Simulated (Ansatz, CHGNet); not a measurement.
# Bi4Te3 (R-3m, No. 166, 7 atoms in the cell; start COD 9011203): properties by level of theory

```tsv
level (code)	equilibrium lattice constant a (Å)	c axis length (Å)
CHGNet-r²SCAN	4.512	(withheld)
PBEsol (Ansatz)	(withheld)	41.495
PBE-D3(BJ) (Ansatz)	(withheld)	41.558
r²SCAN (Ansatz)	4.467	43.791
```

**Question.** What belongs in the gaps?

**Answer.** 
- CHGNet-r²SCAN, c axis length (Å): 43.045
- PBEsol (Ansatz, an electronic-structure program), equilibrium lattice constant a (Å): 4.439
- PBE-D3(BJ) (Ansatz), equilibrium lattice constant a (Å): 4.445

Caveats: the relaxation could not lower the start's symmetry, so the cell can be a saddle point above a distorted one (CHGNet-r²SCAN, r²SCAN). Ansatz's density-functional and Hartree–Fock values are scalar-relativistic unless marked +SOC, with PAW data made under PBE.

The computed numbers hold no vibrational or temperature effects.
